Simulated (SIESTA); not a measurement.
Input and output of a self-consistent single point for In2AsPt8 (P4/mmm, 11 atoms in the cell) (SIESTA).

Computed with GGA PBEsol, numerical atomic orbitals TZP, PseudoDojo PBEsol standard norm-conserving potentials (rewritten from UPF to PSML) (SIESTA).

```
CELL_PARAMETERS angstrom
      4.00986     0.00000     0.00000
      0.00000     4.00986     0.00000
      0.00000     0.00000    11.20846
ATOMIC_POSITIONS crystal
  In 0.50000 0.50000 0.81965
  In 0.50000 0.50000 0.18035
  As 0.00000 0.00000 0.50000
  Pt 0.50000 0.00000 0.00000
  Pt 0.00000 0.50000 0.00000
  Pt 0.50000 0.00000 0.63753
  Pt 0.50000 0.00000 0.36247
  Pt 0.00000 0.50000 0.63753
  Pt 0.00000 0.50000 0.36247
  Pt 0.00000 0.00000 0.82044
  Pt 0.00000 0.00000 0.17956
```

Reference input (self-consistent single point, DFT, GGA PBEsol, numerical atomic orbitals TZP, PseudoDojo PBEsol standard norm-conserving potentials (rewritten from UPF to PSML)): XC.functional = GGA; XC.authors = PBEsol; potentials = PseudoDojo PBEsol standard; PAO.BasisSize = TZP; PAO.EnergyShift = 0.01 Ry; MeshCutoff = 300 Ry; kgrid.MonkhorstPack = 5 5 2; OccupationFunction = FD; ElectronicTemperature = 100 meV; MaxSCFIterations = 150; SCF.Mixer.Method = Pulay; SCF.Mixer.Weight = 0.1. This run's input differs from it in these lines:

```diff
@@ -49,3 +49,6 @@
 SCF.Mixer.History            6
-SCF.DM.Tolerance             1.0E-05
+SCF.DM.Converge              false
+SCF.H.Converge               false
+SCF.FreeE.Converge           true
+SCF.FreeE.Tolerance          1.0E-12 eV
 Diag.ParallelOverK           true
```

Output (repeated stretches shortened):

```
        iscf     Eharris(eV)        E_KS(eV)     FreeEng(eV)     dDmax    Ef(eV) dHmax(eV)
   scf:    1   -34778.796404   -34868.823767   -34868.982445  1.662245 -0.203093 14.557560
   scf:    2   -34901.683206   -34886.501239   -34886.665115  0.180882 -0.882112 10.273262
   scf:    3   -34910.019487   -34900.594319   -34900.745083  0.236732 -1.935588  5.922895
   scf:    4   -34905.522867   -34904.173460   -34904.333085  0.141089 -2.610829  2.857434
   scf:    5   -34904.799291   -34904.595174   -34904.759342  0.085544 -2.699985  0.978574
   [... 141 lines left out ...]
   scf:  147   -34904.660209   -34904.660209   -34904.823944  0.000000 -2.776079  0.000000
   scf:  148   -34904.660209   -34904.660209   -34904.823944  0.000000 -2.776079  0.000000
   scf:  149   -34904.660209   -34904.660209   -34904.823944  0.000000 -2.776079  0.000000
   scf:  150   -34904.660209   -34904.660209   -34904.823944  0.000000 -2.776079  0.000000
SCF_NOT_CONV: SCF did not converge in maximum number of steps (required).
SCF_NOT_CONV: SCF did not converge in maximum number of steps (required).
Geom step, scf iteration, dDmax, dHmax:    0   150      0.000000     0.000000
Geom step, scf iteration, dDmax, dHmax:    0   150      0.000000     0.000000

ABNORMAL_TERMINATION
ABNORMAL_TERMINATION
Stopping Program from Node:    0
Stopping Program from Node:    0
```

The run ended unconverged after 150 iterations. 

The starting cell comes from a database of computed structures (which also holds hypothetical and non-ambient phases and stackings), without a prior relaxation at this level. Values carry the incompleteness of an atom-centred basis.

Cost on one core of a shared machine: roughly 40 min.
